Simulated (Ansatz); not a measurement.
The structure below was relaxed with PBEsol/PAW in Ansatz (a quantum-chemistry and plane-wave program), no spin-orbit coupling.

Space group F-43m (No. 216); a = b = c = 6.406 Å, α = β = γ = 90.00°

```
atom  site  symmetry       x       y       z
----  ----  --------  ------  ------  ------
P       4c      -43m  0.2500  0.2500  0.2500
Bi      4a      -43m  0.0000  0.0000  0.0000
```

Task: Write out a cell with all atoms.

Result: 
```
BiP
1.0
    6.40600     0.00000     0.00000
    0.00000     6.40600     0.00000
    0.00000     0.00000     6.40600
P Bi
4 4
Direct
  0.25000   0.25000   0.25000
  0.25000   0.75000   0.75000
  0.75000   0.25000   0.75000
  0.75000   0.75000   0.25000
  0.00000   0.00000   0.00000
  0.00000   0.50000   0.50000
  0.50000   0.00000   0.50000
  0.50000   0.50000   0.00000
```
This is the conventional cell.

Stability against distortions was not tested. All final runs are without spin polarisation. The cell was made from AlP by this change: Al → Bi; the result is a hypothetical phase, not in the database extracts checked.
